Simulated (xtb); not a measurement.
xtb 6.7.1, GFN2-xTB: Cu(Br)(acac)(NH3)2 (CC1=CC(C)=[O]->[Cu](<-[NH3])(<-[NH3])([Br])[O]1), charge 0, multiplicity 2, 24 atoms. The geometry is a generated start, not checked to be a minimum at this level.

```json
{
 "method": "GFN2-xTB",
 "--acc": "1 (default)",
 "--etemp (K)": "300 (default)",
 "detailed input (--input)": "none: ANC optimiser, Lindh (1995) Hessian, microcycle=20, maxdispl=1.0, hlow=0.01 (default)",
 "basis_functions": "69",
 "valence_electrons": "73"
}
```

```xyz
24

Cu     1.1877     0.6261    -0.3878
Br     2.6981     2.2506     0.2376
C     -2.8998    -0.0383    -1.3430
C     -1.6225     0.0774    -0.5421
C     -1.7025    -0.0589     0.8438
C     -0.6073    -0.0128     1.7093
C     -0.8648    -0.1592     3.1923
O      0.5978     0.1422     1.3797
O     -0.5719     0.2890    -1.2085
H     -3.7498    -0.2844    -0.7157
H     -3.0832     0.9075    -1.8518
H     -2.7730    -0.8019    -2.1091
H     -2.6777    -0.2093     1.2771
H     -0.5883     0.7725     3.6831
H     -1.9052    -0.3870     3.4013
H     -0.2252    -0.9428     3.5941
N      2.6420    -1.2119    -0.2203
H      2.6594    -1.9824    -0.8760
H      2.3842    -1.5640     0.6943
H      3.5724    -0.8150    -0.1486
N      1.8216     0.8085    -2.4168
H      1.1031     1.3662    -2.8634
H      1.9007    -0.0820    -2.8887
H      2.7044     1.3098    -2.4406
```

Charge 0 and multiplicity 2 are set for this test and not shown to be the ground state. GFN-xTB has no spin term: --uhf 1 sets the occupations alone.

The structure is relaxed from this start with --opt LEVEL for the levels crude, sloppy, loose, lax, normal, tight, vtight, extreme, once each. Up to the end of the extreme run atoms move by at most 0.91 Å along an axis.

Q: Which level is enough to come within 5 meV of the tightest end point?

A: normal: 45 cycles against 73, ending 1.2 meV above.

```tsv
level	cycles	energy above the extreme run (meV)	gradient norm (eV/Å)
crude	1	35	0.14
sloppy	1	35	0.14
loose	1	35	0.14
lax	4	32	0.100
normal	45	1.2	0.037
tight	58	0.078	0.012
vtight	68	under 0.01	0.0026
extreme	73	—	0.0023
```
